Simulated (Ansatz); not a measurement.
B on the C site in metastable 2H silicon carbide (start: the C site; 96-site cell, 2×2×2 shifted sampling). All values below come from PBE, PAW (plane waves to 420 eV; Ansatz, an electronic-structure program). Total energies of the localised charge states, counted from that of charge 0, and their image corrections (point charge with alignment); the host's valence-band maximum lies at 9.434 eV on the cells' energy zero and its gap is 2.31 eV.

```
charge         moment (μB)  E − E(first) (eV)  correction (eV)
------  ------------------  -----------------  ---------------
0                      1.0              0.000            0.000
−1      not spin-polarised              9.508            0.188
```

**Question.** Derive the transition levels above the valence-band maximum and say which of them are thermodynamic.

**Answer.** A level is the Fermi energy at which two charges have equal formation energy: ε(q/q′) = [E(q′) + corr(q′) − E(q) − corr(q)] / (q − q′) − E_VBM.
ε(0/−1) = [(9.508 + 0.188) − (0.000 + 0.000)] / 1 − 9.434 = 0.26 eV
Thermodynamic levels at least 0.1 eV inside the gap: (0/−1) at 0.26 eV. They hold to tenths of an eV in this cell. Only the charges listed were compared. At charge +1 the carrier sat in host band states, shallow at most. Flagged in the runs: a host whose relaxation on this sampling wasn't shown to rest.
